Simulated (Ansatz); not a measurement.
Band structure of SrCl2 (Fm-3m, 3 atoms in the cell).

```
CELL_PARAMETERS angstrom
      0.00000     3.49974     3.49974
      3.49974     0.00000     3.49974
      3.49974     3.49974     0.00000
ATOMIC_POSITIONS crystal
  Sr 0.00000 0.00000 0.00000
  Cl 0.75000 0.75000 0.75000
  Cl 0.25000 0.25000 0.25000
```

Method: LDA (PW92), PAW files made with PBE (plane waves; Ansatz, a quantum-chemistry and plane-wave program).

Settings: basis.ecutwfc = 420 eV; kpoints.mp_grid.grid = 8 8 8; hamiltonian.xc = lda; hamiltonian.pseudopotentials = {kind: paw} (the program's default PAW files); scf.occupations.method = fermi_dirac; scf.occupations.width = 0.01 eV; kpoints.band_path.npoints = 8.

The starting cell comes from a database of computed structures (which also holds hypothetical and non-ambient phases and stackings), without a prior relaxation at this level.

Problem. Predict the gap along the standard path and the places of the band edges.

Solution. The gap along the path is 4.85 eV, from X to Γ; the smallest direct gap on it is 5.16 eV.

Levels in eV from the top of the valence band on the path, bands 9 to 15:
| point | 9 | 10 | 11 | 12 | 13 | 14 | 15 |
|---|---|---|---|---|---|---|---|
| Γ | -2.15 | -0.34 | -0.34 | -0.34 | 4.85 | 5.84 | 5.84 |
| X | -1.90 | -0.41 | -0.41 | 0.00 | 5.16 | 6.80 | 7.37 |
| W | -1.23 | -1.23 | -0.32 | -0.10 | 5.91 | 6.72 | 6.97 |
| K | -1.74 | -0.72 | -0.54 | -0.11 | 5.63 | 6.88 | 7.07 |
| L | -1.54 | -1.35 | -1.06 | -1.06 | 6.46 | 6.46 | 7.29 |
| U | -1.74 | -0.72 | -0.54 | -0.11 | 5.63 | 6.88 | 7.07 |

Keys are those of Ansatz 0.2.
